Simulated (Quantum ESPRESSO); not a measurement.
Quantum ESPRESSO run on TaAs (I4_1md, 4 atoms in the cell): self-consistent single point.

Computed with PBE, PSlibrary PAW (PBE) pseudopotentials (plane waves; Quantum ESPRESSO).

The change in words: lattice scaled by 0.98. Reference geometry:
```
TaAs
1.0
   -1.69599     1.69599     5.77992
    1.69599    -1.69599     5.77992
    1.69599     1.69599    -5.77992
Ta As
2 2
Cartesian
  1.69599   0.00000   5.77957
  0.00000   0.00000   8.66953
  1.69599   0.00000   0.95519
  0.00000   0.00000   3.84515
```

Reference input (self-consistent single point, DFT, PBE, plane waves, PSlibrary PAW (PBE) pseudopotentials): ecutwfc = 50 Ry; ecutrho = 300 Ry; occupations = smearing; smearing = gauss; degauss = 0.0073499 Ry; potentials = {Ta: Ta.pbe-spn-kjpaw_psl.1.0.0.UPF, As: As.pbe-n-kjpaw_psl.1.0.0.UPF}; K_POINTS = automatic 8 8 8 0 0 0; conv_thr = 1e-11 Ry. This run's input differs from it in these lines:

```diff
@@ -32,5 +32,5 @@
 CELL_PARAMETERS {bohr}
-  -3.20495283     3.20495283    10.92246771
-   3.20495283    -3.20495283    10.92246771
-   3.20495283     3.20495283   -10.92246771
+  -3.14085332     3.14085332    10.70401915
+   3.14085332    -3.14085332    10.70401915
+   3.14085332     3.14085332   -10.70401915
```

Log, with long lists cut:

```
     Self-consistent Calculation

     iteration #  1     ecut=    50.00 Ry     beta= 0.70

     Threshold (ethr) on eigenvalues was too large:
     Diagonalizing with lowered threshold

     total energy              =   -1806.35367797 Ry
     estimated scf accuracy    <       0.06084692 Ry

     iteration #  2     ecut=    50.00 Ry     beta= 0.70

     total energy              =   -1806.36450616 Ry
     estimated scf accuracy    <       0.02054843 Ry

     iteration #  3     ecut=    50.00 Ry     beta= 0.70

     total energy              =   -1806.36960077 Ry
     estimated scf accuracy    <       0.00071319 Ry

   [... 5 blocks of this kind left out ...]

     iteration #  9     ecut=    50.00 Ry     beta= 0.70

     total energy              =   -1806.36965149 Ry
     estimated scf accuracy    <          1.7E-11 Ry

     iteration # 10     ecut=    50.00 Ry     beta= 0.70
     End of self-consistent calculation

     the Fermi energy is    17.0477 ev

!    total energy              =   -1806.36965149 Ry
     estimated scf accuracy    <          2.5E-12 Ry
     smearing contrib. (-TS)   =      -0.00031077 Ry
     internal energy E=F+TS    =   -1806.36934072 Ry

     convergence has been achieved in  10 iterations

     Forces acting on atoms (cartesian axes, Ry/au):

     atom    1 type  1   force =    -0.00000000   -0.00000000    0.00308834
     atom    2 type  1   force =     0.00000000    0.00000000    0.00308834
     atom    3 type  2   force =     0.00000000    0.00000000   -0.00308834
     atom    4 type  2   force =    -0.00000000    0.00000000   -0.00308834

     Total force =     0.006177     Total SCF correction =     0.000000

          total   stress  (Ry/bohr**3)                   (kbar)     P=      270.30
   0.00193729   0.00000000  -0.00000000          284.99        0.00       -0.00
   0.00000000   0.00193729   0.00000000            0.00      284.99        0.00
  -0.00000000   0.00000000   0.00163770           -0.00        0.00      240.91

   JOB DONE.
```

The run converged in 10 iterations. Against the reference run the free energy goes up by 116 meV/atom, the pressure goes from 11.41 to 27.03 GPa and the largest force goes from 0.042 to 0.079 eV/Å.

The starting cell comes from a database of computed structures (which also holds hypothetical and non-ambient phases and stackings), without a prior relaxation at this level. Its lattice was rescaled by a random factor within 2.5 % of one. For this run, on top of that: lattice scaled by 0.98. Spin polarisation is off. With a pressure of about 27 GPa the cell is away from its equilibrium volume at this level.

Cost on one core of a shared machine: roughly 2 min.
